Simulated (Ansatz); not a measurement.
**InSb with two functionals, x(As) = 0.667, 6 atoms, I-4m2**

Start from InSb in the zinc blende structure (space group F-43m, No. 216; a = 6.6346 Å).

(Cell as relaxed with PBE.)

Levels (all Ansatz, a quantum-chemistry and plane-wave program, PAW): PBE (420 eV, no spin-orbit coupling); r2SCAN (500 eV, without spin-orbit coupling).

Each level relaxes its own structure.

```csv
base,PBE,r2SCAN
volume per atom,36.51 Å³,35.22 Å³
lattice parameter a,6.635 Å,6.556 Å
band gap,zero,zero
```

One thing is altered: a fraction x = 0.667 of the Sb sites is given to As, ordered in a cell of 6 atoms (starting symmetry I-4m2) and fully relaxed.

```tsv
quantity	PBE	r2SCAN
shortest interatomic distance	2.702 Å	2.668 Å
mixing energy (to 0.01 eV only: unlike meshes or grids)	+0.02 eV/atom	+0.02 eV/atom
band gap	zero	zero
```

PBE's shortest interatomic distance lies 0.0346 Å above r2SCAN's (1.3 %); the two agree on the mixing energy and band gap. Neither level is exact; r2SCAN is the comparison here, not a measurement.

These are small ordered cells, not random alloys; other orderings at the same x differ. Spin-orbit coupling, missing from the scalar runs, can matter with Sb. Stability against distortions was not tested. The final runs are not spin-polarised. Gaps under 0.05 eV, about the width of the smearing, are given as zero. The zero or small gap of In3SbAs2, InSb and InAs can change with the level of theory.
